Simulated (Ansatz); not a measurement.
SnSiO₃ (model structure, started from the tetragonal perovskite type, P4mm, No. 99, 5 atoms in the cell) was calculated with PBEsol (PAW; Ansatz, a first-principles code).

Input file:

Ansatz 0.2 input:
```yaml
crystal:
  lattice:
    - [3.4890140277, 0.0, 0.0]
    - [0.0, 3.4890140277, 0.0]
    - [0.0, 0.0, 4.7202424738]
  atoms:
    - { symbol: Si, position: [0.5, 0.5, 0.4903277719] }
    - { symbol: Sn, position: [0.0, 0.0, 0.0149457972] }
    - { symbol: O, position: [0.5, 0.5, 0.8381233589] }
    - { symbol: O, position: [0.5, 0.0, 0.381301536] }
    - { symbol: O, position: [0.0, 0.5, 0.381301536] }
basis:
  ecutwfc: 520
  ecutrho_ratio: 4
  xc_grid: 2
kpoints:
  mp_grid: { grid: [10, 10, 10] }
hamiltonian:
  xc: pbesol
  dispersion: none
  pseudopotentials: { kind: paw }
scf:
  occupations: { method: fermi_dirac, width: 0.01 }
output:
  forces: true
  stress: true
  eigenvalues: true
relax:
  f_tol: 0.004
  escape_saddle: false
  max_steps: 80
  cell: { stress_tol: 0.02, fix: [volume] }
```

From the output:

```
Relaxation: its limit of steps is 80 (relax.max_steps)
Crystal: 5 atoms, lattice volume = 57.461 Å³
Basis set: ecut = 520 eV, 1545 PW (Γ), exchange–correlation on 54×54×72 points (8 copies of the dense FFT grid, shifted against one another)
Bands: 23, of which v1, the nominal top of the filled ones, is band 18 counted from 1 (17 counted from 0)
Symmetry: 8 space group operations
Space group: P4mm (ITA 99), of the structure as read, at distance tolerance 3.9e-5 Å
k-points: 126 of 1000 (time reversal used)
Functional: x = pbesol(κ = 0.804, μ = 0.12345679012345678), c = pbesol(β = 0.046)
SCF iter   1: F=—  HF=-8255.863168 eV  |F-HF|=—  |Δ(HF+E_count)|=         —  Δρ=1.58e-2  dr2=1.44e-1
SCF iter   2: F=—  HF=-8255.824036 eV  |F-HF|=—  |Δ(HF+E_count)|=   3.91e-2  Δρ=3.58e-3  dr2=1.09e-2
  ...
SCF 1 converged in 7 iterations: F = -8255.820568 eV  dr2 = 2.15e-9
Crystal: 5 atoms, lattice volume = 57.461 Å³
Initial density: handed on by an earlier stage of this run
SCF 2 converged in 6 iterations: F = -8255.824885 eV  dr2 = 6.55e-10
Crystal: 5 atoms, lattice volume = 57.461 Å³
Basis set: ecut = 520 eV, 1529 PW (Γ), exchange–correlation on 54×54×72 points (8 copies of the dense FFT grid, shifted against one another)
SCF 3 converged in 6 iterations: F = -8255.826702 eV  dr2 = 4.59e-10
Crystal: 5 atoms, lattice volume = 57.461 Å³
SCF 4 converged in 6 iterations: F = -8255.826730 eV  dr2 = 1.84e-12
Crystal: 5 atoms, lattice volume = 57.461 Å³
SCF 5 converged in 6 iterations: F = -8255.826741 eV  dr2 = 2.29e-12
Crystal: 5 atoms, lattice volume = 57.461 Å³
SCF iter   9: F=-8255.826752 eV  HF=-8255.826752 eV  |F-HF|=0.00e0  |Δ(HF+E_count)|=  3.64e-12  Δρ=3.42e-9  dr2=2.64e-15
SCF iter  10: F=-8255.826752 eV  HF=-8255.826752 eV  |F-HF|=0.00e0  |Δ(HF+E_count)|=  3.64e-12  Δρ=1.72e-10  dr2=1.11e-17
SCF 6 converged in 10 iterations: F = -8255.826752 eV  dr2 = 1.11e-17
SCF converged after 10 iterations
Free energy (F): -8255.826752 eV
Internal energy: -8255.826752 eV  (E = F + TS)
E sigma→0 (E₀):  -8255.826752 eV
Fermi energy:    11.347694 eV
--- Forces (eV/Å), atoms counted from 1 ---
  atom   1  Si     0.00000000    -0.00000000     0.00182633
  atom   2  Sn     0.00000000     0.00000000     0.00126264
  atom   3  O      0.00000000    -0.00000000    -0.00179928
  atom   4  O     -0.00000000     0.00000000    -0.00064356
  atom   5  O      0.00000000    -0.00000000    -0.00064356
--- Stress (GPa, compression-positive) ---
       -1.803278      -0.000000      -0.000000
       -0.000000      -1.803278       0.000000
       -0.000000       0.000000      -1.826678
  P = ⅓ Tr σ = -1.8111 GPa (-18.111 kbar)
```

The cell is one volume of an energy–volume scan, off the minimum.

The PAW data were made under PBE.

Note: the relaxation could raise the start's symmetry but not lower it, so the cell can be a saddle point.

A model structure was made by putting elements into a prototype or built by hand; it is no filed structure, need not be a known phase, and can be a saddle point held by its symmetry.
